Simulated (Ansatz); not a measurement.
Formation energies of neutral defects against the elements (graphite for carbon, diatomic gases, S8), in beta Si3N4 (eV), each at one geometry relaxed with PBE and evaluated in Ansatz (an electronic-structure program) with PBE, r2SCAN. Details: 84-site cell; 2×2×2 shifted k-points; charged states image-corrected; no spin–orbit coupling; no Hubbard U; energies good to tenths of an eV; flagged in the runs: for some of the defects a doubtful potential alignment, a host whose relaxation on this sampling wasn't shown to rest, a strain field that reaches the edge of the cell.

```json
[
 {"defect": "P on the Si site [the Si(2,4-fold) site]", "PBE": "4.66", "r2SCAN": "4.96"},
 {"defect": "Ce on the Si site [the Si(2,4-fold) site]", "PBE": "3.08", "r2SCAN": "2.75"},
 {"defect": "N vacancy [the N(1,3-fold) site]", "PBE": "5.15", "r2SCAN": "5.86"},
 {"defect": "N vacancy [the N(2,3-fold) site]", "PBE": "5.22", "r2SCAN": "5.92"},
 {"defect": "Hf on the Si site [the Si(2,4-fold) site]", "PBE": "0.66", "r2SCAN": "0.26"},
 {"defect": "O on the N site [the N(1,3-fold) site]", "PBE": "0.94", "r2SCAN": "0.94"},
 {"defect": "B on the Si site [the Si(2,4-fold) site]", "PBE": "2.75", "r2SCAN": "3.38"},
 {"defect": "C on the N site [the N(2,3-fold) site]", "PBE": "3.49", "r2SCAN": "3.57"},
 {"defect": "C on the N site [the N(1,3-fold) site]", "PBE": "3.43", "r2SCAN": "3.50"}
]
```

PBE less r2SCAN: over the 9 rows with both numbers (drawn at random from the settled rows of this host; unsettled states are left out), mean -0.19 eV, median -0.08 eV, mean size 0.36 eV, from -0.71 to 0.40 eV.
